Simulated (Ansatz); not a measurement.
# Pressure series in TiPt3

The parent structure is TiPt3 in the Cu3Au type structure (space group Pm-3m, No. 221; a = 3.9479 Å).

Cell and atoms are relaxed at each pressure.

Method: plane-wave PAW DFT at the PBE level (Ansatz, an electronic-structure program, 420 eV), spin-orbit coupling left out.

Notes on the quantities. enthalpy: H = E + PV relative to the base's energy.

| change | shortest interatomic distance | density | enthalpy |
|---|---|---|---|
| base | 5.275 bohr | 17.09 g/cm³ | – |
| pressure −2 GPa | 5.291 bohr | 16.94 g/cm³ | -0.19 eV/atom |
| pressure −1 GPa | 5.283 bohr | 17.01 g/cm³ | -0.10 eV/atom |
| pressure 0.9 GPa | 5.269 bohr | 17.15 g/cm³ | +0.09 eV/atom |
| pressure 2.1 GPa | 5.260 bohr | 17.24 g/cm³ | +0.20 eV/atom |
| pressure 4.5 GPa | 5.243 bohr | 17.40 g/cm³ | +0.43 eV/atom |
| pressure 9 GPa | 5.214 bohr | 17.69 g/cm³ | +0.85 eV/atom |
| pressure 15 GPa | 5.179 bohr | 18.06 g/cm³ | +1.40 eV/atom |
| pressure 22.5 GPa | 5.139 bohr | 18.48 g/cm³ | +2.07 eV/atom |
| pressure 30 GPa | 5.104 bohr | 18.87 g/cm³ | +2.73 eV/atom |

Load acts through the strain it causes; cell and atoms are relaxed under it. Stability against distortions was not tested. Competing high-pressure phases were not computed. The final runs are not spin-polarised.
